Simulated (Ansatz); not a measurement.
The starting structures come from a database of crystals and need not be the phases stable at ambient conditions.

Inside the gap of an insulator the Bloch states are evanescent, with a wavenumber k + iκ along the transport direction.

Consider the following.

```
NaNbSe2
1.0
    3.57450     0.00000     0.00000
    0.00000    14.80996     0.00000
    1.78725     0.00000     3.09561
Na Nb Se
2 2 4
Cartesian
  0.00000   0.00000   0.00000
  0.00000   7.40498   0.00000
  0.00000  11.10747   0.00000
  0.00000   3.70249   0.00000
  1.78725  12.75389   1.03187
  3.57450   2.05607   2.06374
  3.57450   5.34891   2.06374
  1.78725   9.46105   1.03187
```

Space group of this cell: P6_3/mmc. The cell is taken as given; by PBEsol its mean pressure is -2.9 GPa.

Transport runs along the normal of the first two printed cell vectors, the (100) plane of the conventional cell.

No gap correction and no spin-orbit coupling; mid-gap values are interpolated between computed energies.

Problem. State the band gap and the smallest decay constant κ at mid-gap according to PBEsol (Ansatz, a first-principles code).

Solution. Gap 0.55 eV on a 10×2×10 mesh; κ = 0.171 1/Å, at the zone centre.
